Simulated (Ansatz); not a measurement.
**Computed paths: interstitial Y in corundum, charge state +3**

Defect: interstitial Y in corundum, charge state +3. Method: PBE, PAW (plane waves to 420 eV; Ansatz, an electronic-structure program).

Cell of 120 host sites held at the relaxed PBE lattice; the Γ point alone; Fermi-Dirac width 0.01 eV, spin-restricted; finite-size errors left in. Static, classical nuclei. The charge state is imposed; whether it is stable for some Fermi level was not computed. Sites that were not tried may lie lower.

Barriers: single points on a 2×2×2 k-point mesh shifted by half a step along c at the bands' geometries.

```
Route                                                                                      Start site over the lowest site run (eV)  Hop (Å)  Forward barrier (eV)  Backward barrier (eV)     Neighbours at the start  Neighbours at the saddle                        Saddle order  Forward, on the band's own sampling (eV)
-----------------------------------------------------------------------------------------  ----------------------------------------  -------  --------------------  ---------------------  --------------------------  ------------------------  ----------------------------------  ----------------------------------------
a direct jump of one Y atom (a rearrangement that moves the defect's centre by under 1 Å)                                      0.00     0.80                  0.08                   0.08  3 O at 2.01, 3 O at 2.46 Å             3 O at 2.00 Å  not checked, on a symmetry element                                      0.08
```

Paths come from climbing-image nudged elastic band runs.  A band can be held on a symmetry element, so unchecked saddle points there may be too high. A further band (a concerted move, in which Y travels most, 3.53 Å) gave 2.01 eV forward on its own sampling, 2.01 eV above the lowest site run, but a shoulder points to a second hump between its images, so it is not taken as a result.

The whole set of runs took about 3 core-hours (a rough figure).
